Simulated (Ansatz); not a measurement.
The reference is HgTe in the zinc blende structure (space group F-43m, No. 216).

```
HgTe
1.0
    0.00000     3.28639     3.28639
    3.28639     0.00000     3.28639
    3.28639     3.28639     0.00000
Hg Te
1 1
Cartesian
  0.00000   0.00000   0.00000
  1.64320   1.64320   1.64320
```

Cartesian axes are those of the cell as printed.

Method: r2SCAN (Ansatz, a program for electronic structure), scalar-relativistic without spin-orbit coupling.

Strains are applied to the cell and any free atomic positions relax.

One change was made to it. Results:

```tsv
quantity	base	after
pressure (mean of the normal stresses, compression positive)	0.0 GPa	-0.8 GPa
energy relative to the base (free energy F)	0 meV/atom	+2.2 meV/atom
```

Question: Name the change that was made.
(A) uniaxial strain ε_zz = +0.50 %
(B) uniaxial strain ε_zz = +2.00 %
(C) uniaxial strain ε_zz = +1.00 %
(D) uniaxial strain ε_zz = +2.50 %
(E) uniaxial strain ε_zz = +3.00 %

Answer: B, uniaxial strain ε_zz = +2.00 %. For comparison, the energy relative to the base in the other runs: uniaxial strain ε_zz = +0.50 % gives +0.1 meV/atom; uniaxial strain ε_zz = +2.50 % gives +3.4 meV/atom; uniaxial strain ε_zz = +1.00 % gives +0.6 meV/atom; uniaxial strain ε_zz = +3.00 % gives +4.9 meV/atom.

Whether these cells are dynamically stable was not tested. All final runs are without spin polarisation.
